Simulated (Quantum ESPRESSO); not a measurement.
Quantum ESPRESSO 7.5, DFT, PBE, plane waves, SSSP 1.1.2 efficiency PBE: a series of growing systems, each on 24 ranks. The k mesh and basis are held over the series and aren't claimed converged, least of all for the small cells.

```
Property                       Value
-------------------  ---------------
task                             scf
k mesh                         gamma
ecutwfc                        45 Ry
ecutrho                       360 Ry
occupations                 smearing
smearing                          mv
degauss                      0.02 Ry
tprnfor                         true
tstress                        false
k-point pools (-nk)                1
diagonalization      david (default)
mixing_mode          plain (default)
mixing_beta            0.7 (default)
mixing_ndim              8 (default)
```

Hardware: AMD EPYC (Zen 5), 96 cores on 1 socket, no SMT, 12 L3 cache groups.

Times are wall-clock medians of two to five runs, from launch to exit, with nothing else on the machine. Processes are pinned to neighbouring cores unless said otherwise. The times hold for this build (conda-forge: Open MPI 5.0, OpenMP, OpenBLAS 0.3.34 (pthreads), FFTW, ScaLAPACK, ELPA). Scratch files lie in a memory file system.

Measured:

```json
[
 {"system": "bcc W, atoms displaced, 4 atoms", "conv_thr": "4e-09 Ry", "bands": "34", "electrons": "56", "G-vectors of the density": "24725", "SCF iterations": "16", "wall time": "1.19 s", "peak memory": "0.64 GiB"},
 {"system": "bcc W, atoms displaced (W8), 8 atoms", "conv_thr": "8e-09 Ry", "bands": "67", "electrons": "112", "G-vectors of the density": "49345", "SCF iterations": "26", "wall time": "1.92 s", "peak memory": "0.81 GiB"},
 {"system": "bcc W, atoms displaced (W16), 16 atoms", "conv_thr": "1.6e-08 Ry", "bands": "134", "electrons": "224", "G-vectors of the density": "98607", "SCF iterations": "19", "wall time": "3.37 s", "peak memory": "1.2 GiB"}
]
```

Still to run:

```csv
system,conv_thr,bands,electrons,G-vectors of the density
"bcc W, atoms displaced (W24), 24 atoms",2.4e-08 Ry,202,336,148005
"bcc W, atoms displaced (W36), 36 atoms",3.6e-08 Ry,302,504,222077
```

Problem. Extrapolate to the larger systems: what do they cost?

Solution. The two largest measured give a power of ln(3.37/1.92) / ln(16/8) = 0.81 in the count of atoms; the table sets what it predicts beside the runs.

```json
[
 {"system": "bcc W, atoms displaced (W24), 24 atoms", "time by that power": "4.7 s", "SCF iterations": "24", "wall time": "7.90 s", "peak memory": "1.6 GiB"},
 {"system": "bcc W, atoms displaced (W36), 36 atoms", "time by that power": "6.5 s", "SCF iterations": "28", "wall time": "15.9 s", "peak memory": "2.3 GiB"}
]
```

From the smallest system to the largest the time grows as the power 1.2 of the count of atoms; from step to step the powers are 0.7, 0.8, 2.1, 1.7. In the smallest, launch, exit and the like take 0.57 s of the 1.2 s. The largest part is start and exit outside the program's clock (48 %) in the smallest system and building the density (sum_band) (21 %) in the largest.
